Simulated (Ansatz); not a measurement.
Partial pair distribution functions of a relaxed model of amorphous In$_{9}$Ga$_{9}$Zn$_{9}$O$_{39}$W, broadened by 0.06 Å; density 5.97 g/cm³. All values below come from PBE, scalar-relativistic without spin-orbit coupling (plane waves to 420 eV, PAW; Ansatz, a quantum-chemistry and plane-wave program).

The cell was made by melting and quenching with the CHGNet potential and then relaxed with DFT. O atoms were pushed apart under 1.9 Å during the dynamics, to hinder bonds among them. The hot cell started wider than the set density and was brought back towards it in steps. It is the lowest in DFT energy of 2 quenches. It is a model cell: composition and starting density were chosen by hand, and all elements were melted together. No dispersion term was used. Its density started from a set value of 5.97 and ended at 5.97 g/cm³. The simulated quench (nominally 210 K/ps over its main leg) is rapid and tends to freeze in more defects than a deposited or slowly cooled glass has. One small periodic cell is one sample of the glass; other quenches scatter about these values. The volume was held where the preparation left it and the shape relaxed, at a PBE pressure of 1.5 GPa. Stress components on the final sampling reach 1.5 GPa.

| r (Å) | g In-O | g Ga-O | g In-In | g Ga-Ga |
|---|---|---|---|---|
| 1.60 | 0.00 | 0.00 | 0.00 | 0.00 |
| 1.70 | 0.00 | 0.39 | 0.00 | 0.00 |
| 1.80 | 0.00 | 5.55 | 0.00 | 0.00 |
| 1.90 | 0.02 | 9.61 | 0.00 | 0.00 |
| 2.00 | 0.92 | 3.94 | 0.00 | 0.00 |
| 2.10 | 5.79 | 1.53 | 0.00 | 0.00 |
| 2.20 | 7.52 | 0.17 | 0.00 | 0.00 |
| 2.30 | 4.37 | 0.00 | 0.00 | 0.00 |
| 2.40 | 1.48 | 0.00 | 0.00 | 0.00 |
| 2.50 | 0.16 | 0.00 | 0.00 | 0.00 |
| 2.60 | 0.00 | 0.00 | 0.00 | 0.00 |
| 2.70 | 0.00 | 0.00 | 0.00 | 0.01 |
| 2.80 | 0.00 | 0.12 | 0.00 | 0.55 |
| 2.90 | 0.00 | 0.57 | 0.00 | 2.11 |
| 3.00 | 0.05 | 0.44 | 0.00 | 3.97 |
| 3.10 | 0.19 | 0.38 | 0.24 | 3.40 |
| 3.20 | 0.47 | 0.57 | 2.01 | 2.89 |
| 3.30 | 0.64 | 0.71 | 6.04 | 3.32 |
| 3.40 | 0.53 | 0.75 | 5.82 | 2.30 |
| 3.50 | 0.47 | 1.01 | 1.00 | 1.35 |
| 3.60 | 0.47 | 0.85 | 0.84 | 0.28 |
| 3.70 | 0.82 | 0.72 | 1.40 | 1.16 |
| 3.80 | 1.34 | 1.04 | 1.23 | 0.95 |
| 3.90 | 1.09 | 1.61 | 0.81 | 0.25 |
| 4.00 | 1.12 | 1.57 | 1.29 | 0.79 |
| 4.10 | 0.89 | 1.68 | 0.66 | 1.00 |
| 4.20 | 0.94 | 1.69 | 0.40 | 1.10 |
| 4.30 | 1.13 | 1.00 | 0.02 | 1.22 |
| 4.40 | 1.25 | 1.50 | 0.00 | 1.01 |
| 4.50 | 1.20 | 1.75 | 0.00 | 0.36 |
| 4.60 | 1.40 | 1.57 | 0.01 | 0.37 |
| 4.70 | 1.43 | 1.13 | 0.29 | 0.36 |

Within 2.58 Å each In has 5.67 O neighbours on average.
